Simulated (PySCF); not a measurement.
PySCF 2.14.0, PBE0/def2-svp, df: tetraantimony ([Sb]12[Sb]3[Sb]1[Sb]23), 4 atoms. The geometry is a generated start, not checked to be a minimum at this level.

```yaml
task: energy
method: pbe0
basis: def2-svp
two_electron_scheme: density fitting
mol.max_memory: 3000 MB
mf.max_cycle: 100
mf.conv_tol: 1e-09 (default)
mf.grids.level: 3 (default)
effective_core_potentials: those of the basis set, past Kr
basis_functions: 104
grid_points: 87832
```

```xyz
4

Sb     1.6322    -0.2018    -0.4571
Sb    -0.9550    -1.2245    -0.7135
Sb    -0.1314    -0.0963     1.6976
Sb    -0.5458     1.5226    -0.5270
```

With the defaults (mf.DIIS = CDIIS, mf.diis = true, mf.diis_space = 8, mf.init_guess = minao, mf.level_shift = 0) it converges in 14 Fock builds. One run each on 2 threads, 1 BLAS thread, with these changes:
- mf.diis_space = 5
- mf.level_shift = 0.3 Hartree
- mf.init_guess = mod_huckel
- mf.level_shift = 0.1 Hartree
- mf.DIIS = EDIIS
- mf.diis = false
- mf.diis_space = 20
- mf.DIIS = ADIIS
- mf.diis_space = 12

Which of these changes keep the SCF from converging, or lead it to another solution?

No convergence: mf.DIIS = EDIIS; mf.diis = false (the run ends without SCF convergence in 100 cycles). The rest reach the solution of the defaults.

```tsv
setting	Fock builds	end
the defaults	14	same solution
mf.diis_space = 5	14	same solution
mf.init_guess = mod_huckel	14	same solution
mf.diis_space = 12	14	same solution
mf.level_shift = 0.1 Hartree	14	same solution
mf.diis_space = 20	14	same solution
mf.DIIS = ADIIS	20	same solution
mf.level_shift = 0.3 Hartree	20	same solution
mf.DIIS = EDIIS	101	no convergence
mf.diis = false	101	no convergence
```
